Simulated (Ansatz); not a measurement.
SrCl2 under a change: isotropic strain −2.00 %

The reference is SrCl₂ in the fluorite structure (space group Fm-3m, No. 225; a = 6.908 Å).

It is then changed as follows: the cell is scaled by 0.9800 in all directions; the atoms relax in the strained cell.

Computed with PBEsol, PAW, 420 eV (Ansatz, a quantum-chemistry and plane-wave program; no spin-orbit coupling). Settings: 8×8×8 k-points, 0.05 eV Fermi–Dirac smearing.

The volume per atom falls by 1.62 Å³, from 27.47 Å³ to 25.85 Å³ and the space group is still Fm-3m (No. 225). The shortest interatomic distance decreases by 0.1130 bohr to 5.539 bohr and the energy goes up by 13 meV/atom. The band gap increases by 0.03 eV, from 5.25 eV to 5.28 eV and the gap character changes from indirect, X → Γ to direct at X. The width of the top valence band goes up by 0.083 eV to 1.19 eV and the electron mass changes from 0.37 mₑ (at Γ) to 0.93 mₑ along k, 0.60 mₑ across (at X).

Final structure:

```yaml
crystal:
  lattice:
    - [0.00000, 3.38484, 3.38484]
    - [3.38484, 0.00000, 3.38484]
    - [3.38484, 3.38484, 0.00000]
  atoms:
    - { symbol: Sr, position: [0.00000, 0.00000, 0.00000] }
    - { symbol: Cl, position: [0.25000, 0.25000, 0.25000] }
    - { symbol: Cl, position: [0.75000, 0.75000, 0.75000] }
```

Effective masses come from finite differences of ±0.01 Å⁻¹. Along k means along the line from Γ to the band edge. Whether these cells are dynamically stable was not tested.
